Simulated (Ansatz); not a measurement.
Density of states of BaF2 (Fm-3m) above the conduction band minimum, Ansatz (a first-principles code) with PBEsol, rigid bands; cell volume 57.8 Å³.

(energy from edge (eV), 10⁻³ states/eV/cell): (0.006, 10.1); (0.031, 23.6); (0.056, 31.9); (0.081, 38.8); (0.106, 45.1); (0.131, 50.3); (0.156, 55.3); (0.181, 60.6); (0.206, 65.3); (0.231, 68.7); (0.256, 74.1); (0.281, 78.3); (0.319, 84.4); (0.344, 88.9); (0.369, 93.0); (0.394, 98.3); (0.419, 102); (0.444, 107); (0.469, 247); (0.494, 505); (0.519, 663); (0.544, 800); (0.569, 927); (0.594, 1050)

Problem. What effective density of states at 300 K does this give (∫ g(E) exp(−E/k_BT) dE, both spins, divided by the cell's size)?

Solution. 8.6e18 cm⁻³, a density-of-states mass of 0.49 mₑ, valleys and band degeneracy included.

Spin-orbit coupling is left out. Geometry: cell and atoms relaxed with PBEsol.
